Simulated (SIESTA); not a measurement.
A self-consistent single point of ScIr3 (Pm-3m, 4 atoms in the cell) with SIESTA.

Method of the run: GGA PBEsol, numerical atomic orbitals DZP, PseudoDojo PBEsol standard norm-conserving potentials (rewritten from UPF to PSML) in SIESTA.

```xyz
4
Lattice="3.8483 0.0000 0.0000 0.0000 3.8483 0.0000 0.0000 0.0000 3.8483" Properties=species:S:1:pos:R:3 pbc="T T T"
Sc     0.0000     0.0000     0.0000
Ir     0.0000     1.9242     1.9242
Ir     1.9242     0.0000     1.9242
Ir     1.9242     1.9242     0.0000
```

Reference input (self-consistent single point, DFT, LDA PW92, numerical atomic orbitals DZP, PseudoDojo LDA standard norm-conserving potentials (rewritten from UPF to PSML)): XC.functional = LDA; XC.authors = PW92; potentials = PseudoDojo LDA standard; PAO.BasisSize = DZP; PAO.EnergyShift = 0.01 Ry; MeshCutoff = 300 Ry; kgrid.MonkhorstPack = 6 6 6; OccupationFunction = FD; ElectronicTemperature = 1578.21 K; MaxSCFIterations = 150; SCF.Mixer.Method = Broyden; SCF.Mixer.Weight = 0.25. This run's input differs from it in these lines:

```diff
@@ -1,2 +1,2 @@
-# files in the folder: Sc.psml Ir.psml (PseudoDojo LDA standard)
+# files in the folder: Sc.psml Ir.psml (PseudoDojo PBEsol standard)
 SystemName  ScIr3
@@ -24,4 +24,4 @@
 
-XC.functional                LDA
-XC.authors                   PW92
+XC.functional                GGA
+XC.authors                   PBEsol
 PAO.BasisSize                DZP
```

Log, with long lists cut:

```
        iscf     Eharris(eV)        E_KS(eV)     FreeEng(eV)     dDmax    Ef(eV) dHmax(eV)
   scf:    1   -10565.734726   -10649.171387   -10649.343107  1.660627 -1.682467 21.367581
   scf:    2   -10675.531915   -10687.248590   -10687.438754  1.213123 -3.394752 11.422208
   scf:    3   -10691.287100   -10689.666356   -10689.873612  0.141509 -3.274180  5.487133
   scf:    4   -10685.251429   -10688.883174   -10689.117531  0.288793 -3.570137  6.313841
   scf:    5   -10690.124928   -10690.403052   -10690.613030  0.154182 -3.620705  1.204754
   [... 5 lines left out ...]
   scf:   11   -10690.461635   -10690.461664   -10690.677941  0.000084 -3.597356  0.000566
   scf:   12   -10690.461654   -10690.461659   -10690.677941  0.000027 -3.597465  0.000332
   scf:   13   -10690.461656   -10690.461657   -10690.677941  0.000019 -3.597521  0.000210
   scf:   14   -10690.461656   -10690.461657   -10690.677941  0.000009 -3.597561  0.000151
SCF Convergence by DM+H criterion
max |DM_out - DM_in|         :     0.0000085112
max |H_out - H_in|      (eV) :     0.0001508596
SCF cycle converged after 14 iterations

Using DM_out to compute the final energy and forces

siesta: E_KS(eV) =           -10690.4617

siesta: E_KS - E_eggbox =    -10690.4617

siesta: Atomic forces (eV/Ang):
     1   -0.000000   -0.000000    0.000000
     2    0.000000    0.000000   -0.000000
     3    0.000000   -0.000000   -0.000000
     4    0.000000    0.000000   -0.000000
   Tot    0.000000   -0.000000   -0.000000
   Max    0.000000
   Res    0.000000    sqrt( Sum f_i^2 / 3N )
   Max    0.000000    constrained

Stress tensor Voigt[x,y,z,yz,xz,xy] (kbar):      -89.35      -89.35      -89.35        0.00        0.00        0.00
(Free)E + p*V (eV/cell)   -10687.4997
   [... lines left out ...]
siesta: FreeEng =    -10690.677941
siesta: Cell volume =         56.992441 Ang**3
siesta:          89.34570586         89.34570586  kBar
   [... lines left out ...]
              0.210   1.786   1.385   1.698   1.385   1.444  -0.091  -0.048

             -0.075  -0.048  -0.032

mulliken: Qtot =       62.000

Mulliken Atomic Populations:
Atom #   charge [q] valence [e]  Species
     1    -1.066065   12.066065  Sc
     2     0.355355   16.644645  Ir
     3     0.355355   16.644645  Ir
     4     0.355355   16.644645  Ir
 Total    -0.000000
```

The run converged in 14 iterations. Against the reference run the pressure goes from 3.18 to 8.93 GPa.

The starting cell comes from a database of computed structures (which also holds hypothetical and non-ambient phases and stackings), without a prior relaxation at this level. Its lattice was rescaled by a random factor within 2.5 % of one. Spin polarisation is off. Values carry the incompleteness of an atom-centred basis. With a pressure of about 9 GPa the cell is away from its equilibrium volume at this level.
